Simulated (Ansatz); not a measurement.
Candidates (primitive cells; geometry: cell and atoms relaxed with PBEsol):
A. CdSe (F-43m), a = b = c = 4.3002 Å, α = β = γ = 60.00°
B. CdF₂ (Fm-3m), a = b = c = 3.807 Å, α = β = γ = 60.00°
C. CdS (P6_3mc), a = b = 4.124 Å, c = 6.709 Å, α = β = 90.00°, γ = 120.00°

Q: Put the candidates in order of Seebeck coefficient, n-type 1e19 cm⁻³, highest first, for r2SCAN, rigid bands in Ansatz (a first-principles code).

A: A (-68 μV/K), C (-101 μV/K), B (-189 μV/K)

Seebeck coefficients are for the stated density at 300 K, with one relaxation time for all states and whether or not that doping can be reached. Spin-orbit coupling is left out.

Formula and space group known from diffraction (Crystallography Open Database), not checked to be the room-temperature form: CdF2 (Fm-3m).
